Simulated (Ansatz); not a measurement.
NH3 on the 1x1 (110) surface of zinc-blende InP (cut with top plane In + P), one in a 2x1 cell, energies for each (50.2 Å²). Energies are against NH3(g), without zero-point or thermal terms; each row is named by its start.

Host crystal: zinc-blende InP, with a band gap (PBE, scalar-relativistic without spin-orbit coupling).

Computed with PBE (plane waves to 420 eV, PAW; Ansatz, a first-principles code).

Slab: 24 atoms, 8.9 Å thick at the start under the adsorbate (thin: gaps and levels are the slab's own); k 3x4x1, smearing 0.01 eV, dipole-corrected; 8 atoms held, the rest relaxed; each run with such symmetry as its start has; no spin, no spin-orbit, no U, no dispersion correction.

A negative adsorption energy means that the adsorbate is more stable on the surface than in its reference. Starts that drift may end in the same place. Heights count from the host atoms within 0.3 Å of the top one.

```json
[
 {"starting site": "top P", "E_ads (eV)": "-0.91", "height (Å)": "1.20", "nearest host atom (Å)": "In 2.38", "bonded to": "In", "change of the vacuum step (eV)": "-1.20", "lateral drift (Å)": "3.5"},
 {"starting site": "top In", "E_ads (eV)": "-0.91", "height (Å)": "1.20", "nearest host atom (Å)": "In 2.38", "bonded to": "In", "change of the vacuum step (eV)": "-1.20", "lateral drift (Å)": "1.9"},
 {"starting site": "hollow In-In-P-P", "E_ads (eV)": "-0.91", "height (Å)": "1.20", "nearest host atom (Å)": "In 2.38", "bonded to": "In", "change of the vacuum step (eV)": "-1.20", "lateral drift (Å)": "2.1"},
 {"starting site": "hollow beside P", "E_ads (eV)": "-0.91", "height (Å)": "1.20", "nearest host atom (Å)": "In 2.38", "bonded to": "In", "change of the vacuum step (eV)": "-1.20", "lateral drift (Å)": "2.8"},
 {"starting site": "bridge In-P (span 5.2 Å)", "E_ads (eV)": "-0.91", "height (Å)": "1.20", "nearest host atom (Å)": "In 2.38", "bonded to": "In", "change of the vacuum step (eV)": "-1.20", "lateral drift (Å)": "1.1"}
]
```
